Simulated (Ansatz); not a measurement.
Base system: CaSnSe$_{3}$ in the cubic perovskite structure (space group Pm-3m, No. 221; a hypothetical phase, not in the database extracts checked).

```
CELL_PARAMETERS angstrom
      5.21174     0.00000     0.00000
      0.00000     5.21174     0.00000
      0.00000     0.00000     5.21174
ATOMIC_POSITIONS crystal
  Ca 0.00000 0.00000 0.00000
  Sn 0.50000 0.50000 0.50000
  Se 0.00000 0.50000 0.50000
  Se 0.50000 0.50000 0.00000
  Se 0.50000 0.00000 0.50000
```

Cartesian axes are those of the cell as printed.

All numbers come from Ansatz (an electronic-structure program) PBEsol, spin-orbit coupling left out.

For the base:

```
Quantity                        Result
-----------------------------  -------
Pressure                       0.0 GPa
Shortest interatomic distance  2.606 Å
```

Perturbation: compressive biaxial strain of 4.68 % in the plane normal to [110], as in epitaxy on a mismatched substrate; the out-of-plane cell vector and the atoms relax.

Task: What does the calculation give for the pressure, energy relative to the base and shortest interatomic distance after the change?

Result: The pressure (mean of the normal stresses, compression positive) goes from zero to 2.9 GPa; the energy increases by 33 meV/atom; the shortest interatomic distance falls by 0.122 Å to 2.484 Å.

Without a gap, meshes like the base's 9×9×9 leave anisotropic stresses uncertain by several tenths of a GPa, and small strain energies with them. No phonon test of stability was made. All final runs are without spin polarisation. Many cubic perovskites are stable only at high temperature; tilts and polar distortions were not tested.
